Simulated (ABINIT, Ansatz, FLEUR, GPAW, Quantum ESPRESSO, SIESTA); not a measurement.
## NaSn₂Pd₃ (P6mm, 6 atoms in the cell) computed with different codes at matched settings

Self-consistent single point.

```
NaSn2Pd3
1.0
    5.88826     0.00000     0.00000
   -2.94413     5.09939     0.00000
    0.00000     0.00000     4.34897
Na Sn Pd
1 2 3
Cartesian
  0.00000   0.00000   0.83774
  2.94413   1.69979   2.15774
  0.00000   3.39959   2.15774
 -1.47207   2.54969   4.32731
  2.94413   0.00000   4.32731
  1.47207   2.54969   4.32731
```

All programs got the same cell, k-point mesh and kind of occupations (in Ansatz's words: kpoints.mp_grid.grid = 5 5 5; scf.occupations.method = gaussian; scf.occupations.width = 0.05 eV); potentials, basis and cutoffs are each program's usual ones.

```tsv
code	model	pressure (GPa)	largest force (eV/Å)	k-points	cutoff
SIESTA	GGA PBEsol, numerical atomic orbitals DZP, PseudoDojo PBEsol standard norm-conserving potentials (rewritten from UPF to PSML)	-5.28	0.063	63	grid 400 Ry
Ansatz	PBEsol, PAW files made with PBE	-6.55	0.032	15	420 eV
Quantum ESPRESSO	PBEsol, GBRV 1.5 ultrasoft (PBESOL) pseudopotentials	-6.44	0.029	15	40 Ry
FLEUR	PBEsol, all-electron FLAPW (FLEUR), scalar-relativistic valence	–	0.034	15	Kmax 4.1 1/bohr
ABINIT	PBEsol, PAW (JTH v2.0 PBE PAW, files made for PBE)	-6.68	0.031	15	60 Ry
GPAW	PBEsol, GPAW PAW datasets PBEsol (made by gpaw-setup)	-6.49	0.032	15	850 eV
```

Size of the force on each atom (eV/Å): Sizes of forces hide their directions.

```tsv
code	Na1	Sn2	Sn3	Pd4	Pd5	Pd6
SIESTA	0.063	0.013	0.013	0.024	0.024	0.024
Ansatz	0.032	0.001	0.001	0.010	0.010	0.010
Quantum ESPRESSO	0.029	0.002	0.002	0.009	0.009	0.009
FLEUR	0.034	0.001	0.001	0.011	0.011	0.011
ABINIT	0.031	0.009	0.009	0.004	0.004	0.004
GPAW	0.032	0.001	0.001	0.010	0.010	0.010
```

A dash marks a value that a program does not give, or that is left out as unsure.

The spread over the programs that give each value: pressure within 1.40 GPa; largest force within 0.034 eV/Å.

The starting cell comes from a database of computed structures (which also holds hypothetical and non-ambient phases and stackings), without a prior relaxation at this level. Its lattice was rescaled by a random factor within 2.5 % of one. On Ansatz's run: Spin polarisation is off. In the base run, with a pressure of about -7 GPa the cell is away from its equilibrium volume at this level.

Question: Why do the programs differ, and what cannot be compared?

Answer: Differences of this kind can come from the potentials, where these differ, and from what each basis and cutoff leave unconverged. The valence holds different numbers of electrons (SIESTA 91, Ansatz (a program for electronic structure) 91, Quantum ESPRESSO 85, FLEUR 85, ABINIT 91, GPAW 83). The zero of total energies and Fermi levels follows the potentials and each program's conventions, so they are not compared here. SIESTA uses small atom-centred bases, whose incompleteness enters pressures, forces and empty levels differently from a plane-wave cutoff. FLEUR treats all electrons, but the usual bases taken here (sphere radii, linearisation, local orbitals, empty states) were not tested for convergence, so the values are no reference for the others. Ansatz's pressure is given at a fixed set of plane waves, as the other plane-wave codes print theirs. The programs reduce the same mesh by symmetry to different extents, which changes the work and not the result. In the pressure, SIESTA (by 1.24) lies more than 1 GPa from the median of the plane-wave programs.

Left out of this page: CP2K (unsound by tests on forces, stress, charge or solver warnings); Elk (not drawn, or without a comparable value).

Keys are those of Ansatz 0.2.
